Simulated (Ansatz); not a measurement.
Start from MgS in the rock salt structure (space group Fm-3m, No. 225; a = 5.1820 Å).

Perturbation: cell and atoms relaxed at a pressure of 1.5 GPa.

Levels (all Ansatz, a first-principles code, PAW): PBEsol (420 eV, no SOC); r2SCAN (500 eV, spin-orbit coupling left out); HSE06 (420 eV, scalar-relativistic without spin-orbit coupling).

One geometry, relaxed with PBEsol, under each level:

Notes on the quantities. hole mass: degenerate bands, along [100].

| level | band gap | lowest conduction level above the VBM at special points | electron mass | hole mass | pressure |
|---|---|---|---|---|---|
| PBEsol | 2.76 eV | X 2.76 eV; Γ 3.84 eV; U 3.85 eV; K 3.85 eV | 0.51 mₑ along k, 0.28 mₑ across (at X) | 0.25, 0.90, 0.90 mₑ (at Γ) | 1.50 GPa |
| r2SCAN | 3.53 eV | X 3.53 eV; Γ 4.90 eV; U 4.59 eV; K 4.59 eV | 0.53 mₑ along k, 0.30 mₑ across (at X) | 0.28, 0.90, 0.90 mₑ (at Γ) | 2.61 GPa |
| HSE06 | 3.88 eV | X 3.88 eV; Γ 5.09 eV; U 5.00 eV | – | – | – |

Single points use the geometry relaxed with PBEsol. Their cutoffs differ, which shifts pressures a little. HSE06 was sampled on its mesh, a few special points and the semilocal edge points, so its gap is an upper bound. Load acts through the strain it causes; cell and atoms are relaxed under it. Masses are band curvatures over ±0.01 Å⁻¹ around the edge. Along k means along the line from Γ to the band edge. Stability against distortions was not tested.
